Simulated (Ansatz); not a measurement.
Results of PBE (Ansatz, an electronic-structure program, plane waves, PAW) for cubic perovskite KMgF3.

Settings: plane-wave cutoff 520 eV, 6×6×6 k mesh, scalar-relativistic PAW data made under PBE.

Computed at the level's own relaxed cell.

### Question
What does this level give for the Young modulus, elastic constant C44, Voigt–Reuss–Hill shear modulus (Hill average), elastic constant C11 and elastic constant C12?

### Answer

Young modulus: 105 GPa
elastic constant C44: 43.7 GPa
Voigt–Reuss–Hill shear modulus (Hill average): 42.6 GPa
elastic constant C11: 121 GPa
elastic constant C12: 38.7 GPa

Measured, for comparison: elastic constant C44 49.8 ± 0.08 GPa (temperature not stated, no zero-point or thermal correction, our sources range from 48.5 to 49.8; as tabulated in Vaitheeswaran et al. (2007), arXiv:cond-mat/0703621); elastic constant C11 138 ± 0.2 GPa (temperature not stated, no zero-point or thermal correction, our sources range from 132 to 138; as tabulated in Vaitheeswaran et al. (2007), arXiv:cond-mat/0703621); elastic constant C12 43.6 ± 0.2 GPa (temperature not stated, no zero-point or thermal correction, our sources range from 39.6 to 43.6; as tabulated in Vaitheeswaran et al. (2007), arXiv:cond-mat/0703621). Computed (rounded) less measured: elastic constant C44 -12 % (-10 % to -12 % over the range), elastic constant C11 -12 % (-8 % to -12 % over the range), elastic constant C12 -11 % (-2 % to -11 % over the range).

Elastic constants are with the ions relaxed.

Cost on a shared machine: very roughly 60 core-seconds.
